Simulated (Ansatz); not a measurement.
A computed series for Hf: response to strain

Consider Hf in the hcp (Mg type) structure (space group P6_3/mmc, No. 194; relaxed with 0.1 eV smearing).

```yaml
crystal:
  lattice:
    - [3.19829, 0.00000, 0.00000]
    - [-1.59915, 2.76980, 0.00000]
    - [0.00000, 0.00000, 5.04882]
  atoms:
    - { symbol: Hf, position: [0.66667, 0.33333, 0.75000] }
    - { symbol: Hf, position: [0.33333, 0.66667, 0.25000] }
```

Cartesian axes are those of the cell as printed.

Strains are applied to the cell and any free atomic positions relax.

Method: DFT with r2SCAN, PAW potentials and a 500 eV plane-wave cutoff in Ansatz (a program for electronic structure), no spin-orbit coupling.

Notes on the quantities. energy relative to the base: free energy F.

```tsv
change	energy relative to the base	shortest interatomic distance
base	0 meV/atom	3.128 Å
tensor shear ε_xz = +1.71 %	+4.8 meV/atom	3.084 Å
tensor shear ε_xz = +0.86 %	+1.2 meV/atom	3.105 Å
tensor shear ε_xz = +2.00 %	+6.5 meV/atom	3.077 Å
tensor shear ε_xz = +0.57 %	?	?
tensor shear ε_xz = +1.14 %	+2.1 meV/atom	3.098 Å
tensor shear ε_xz = +0.29 %	+0.1 meV/atom	3.120 Å
tensor shear ε_xz = +1.43 %	+3.3 meV/atom	3.091 Å
```

**Question.** Some entries are withheld; estimate them.

**Answer.** 
- tensor shear ε_xz = +0.57 %, energy relative to the base: +0.5 meV/atom
- tensor shear ε_xz = +0.57 %, shortest interatomic distance: 3.113 Å

Whether these cells are dynamically stable was not tested. The final runs are not spin-polarised.
